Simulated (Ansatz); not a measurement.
We consider zinc-blende BeS, described by r²SCAN50 in Ansatz (plane waves, PAW).

Numerical settings: plane-wave cutoff 520 eV, 10×10×10 k mesh, Fermi–Dirac smearing 0.01 eV, scalar-relativistic PAW data made under PBE.

The cell is scaled about its equilibrium volume:

```
V (Å³/atom)  P (GPa)  direct gap at Γ (eV)  smallest gap on the k mesh (eV)
-----------  -------  --------------------  -------------------------------
13.466          5.92                 9.671                            6.394
13.820          2.80                 9.689                            6.458
14.223         -0.33                 9.704                            6.523
14.529         -2.44                 9.631                            6.569
14.883         -4.63                 9.404                            6.618
```

The fundamental gap (6.52 eV at the equilibrium volume, on the SCF mesh) lies elsewhere than Γ–Γ.

Ansatz is a first-principles code.
